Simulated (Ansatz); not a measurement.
## Ga2O3: response to strain

Take Ga2O3 in the corundum structure (space group R-3c, No. 167) as the base.

```
Ga2O3
1.0
    2.47497     1.42892     4.43525
   -2.47497     1.42892     4.43525
    0.00000    -2.85785     4.43525
Ga O
4 6
Direct
  0.64424   0.64424   0.64424
  0.14424   0.14424   0.14424
  0.35576   0.35576   0.35576
  0.85576   0.85576   0.85576
  0.75000   0.44721   0.05279
  0.05279   0.75000   0.44721
  0.25000   0.55279   0.94721
  0.55279   0.94721   0.25000
  0.94721   0.25000   0.55279
  0.44721   0.05279   0.75000
```

Cartesian axes are those of the cell as printed.

Strains are applied to the cell and any free atomic positions relax; under biaxial strain the out-of-plane vector relaxes too.

The values are results of Ansatz (a program for electronic structure), LDA, PAW, cutoff 420 eV, spin-orbit coupling left out, not measurements.

| biaxial strain, plane normal [001], relaxed out of plane (%) | out-of-plane strain (%) |
|---|---|
| 0 | 0.00 |
| 0.75 | -0.58 |
| 1.5 | -1.15 |
| 2.25 | ? |
| 3 | -2.23 |

### Question
Fit ε⊥ = −νε + γε² (strains in %) to the rows shown and predict the withheld row.

### Answer
Least squares on the printed values gives ν = 0.79 (the biaxial Poisson response) and γ = 0.015 (largest residual 0.00 %); this predicts -1.70 %, and the run gives -1.70 %, in agreement.

No phonon test of stability was made.
